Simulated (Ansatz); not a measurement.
Base system: BN in the wurtzite structure (space group P6_3mc, No. 186; a = 2.555 Å, c = 4.225 Å). Axes: x lies along a and z along c of the hexagonal cell.

All numbers come from PBE (Ansatz, a program for electronic structure, PAW, no spin-orbit coupling).

Before the change:

The width of the top valence band is 5.37 eV and the electron mass is 0.31 mₑ along c, 0.51 mₑ across (at K). The smallest direct gap comes out as 8.23 eV.

The change: compressive biaxial strain of 0.60 % in the plane normal to [001], as in epitaxy on a mismatched substrate; the out-of-plane cell vector and the atoms relax.

Q: How does this affect the width of the top valence band, electron mass and smallest direct gap?

A: The width of the top valence band rises by 0.046 eV to 5.41 eV; the electron mass becomes 0.31 mₑ out of plane, 0.51 mₑ in plane (at K) (base: 0.31 mₑ along c, 0.51 mₑ across (at K)); the smallest direct gap grows by 0.063 eV to 8.30 eV.

Effective masses come from finite differences of ±0.01 Å⁻¹. Gaps are Kohn–Sham eigenvalue differences; semilocal functionals usually give less than the measured gap. No phonon test of stability was made.
